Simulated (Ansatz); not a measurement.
Ca3P2 (model structure, from the A-La2O3 type, P-3m1, No. 164) was calculated with HSE06 (Ansatz, a first-principles code, PAW).

Run with plane-wave cutoff 460 eV, 6×6×4 k mesh (along the axes of the cell as run), Fermi–Dirac smearing 0.01 eV, scalar-relativistic PAW data made under PBE.

The cell is the one relaxed with PBEsol. Conventional cell: a = 4.7037 Å, b = 4.7037 Å, c = 6.5802 Å, α = 90.00°, β = 90.00°, γ = 120.00°.

```xyz
5
Lattice="4.7037 0.0000 0.0000 -2.3518 4.0735 0.0000 0.0000 0.0000 6.5802" Properties=species:S:1:pos:R:3 pbc="T T T"
P      0.0000     2.7157     1.4640
P      2.3518     1.3578     5.1161
Ca     0.0000     0.0000     0.0000
Ca     0.0000     2.7157     4.4168
Ca     2.3518     1.3578     2.1633
```

List the 20 lowest band energies at Γ above −25 eV (eV, relative to the valence band maximum), grouping those that round alike.

At Γ: -23.67, -23.57 (×2), -23.31, -23.27 (×2), -23.19 (×2), -23.18, -10.59, -9.53, -3.12, -1.89 (×2), -1.19 (×2), 0.00, 2.44, 2.60 (×2).

Note: the cell keeps the symmetry of its start, so it can be a saddle point; cell and atoms aren't relaxed at this level (largest force 0.05 eV/Å, pressure 1.7 GPa).

A model structure was made by putting elements into a prototype or built by hand; it is no filed structure, need not be a known phase, and can be a saddle point held by its symmetry.
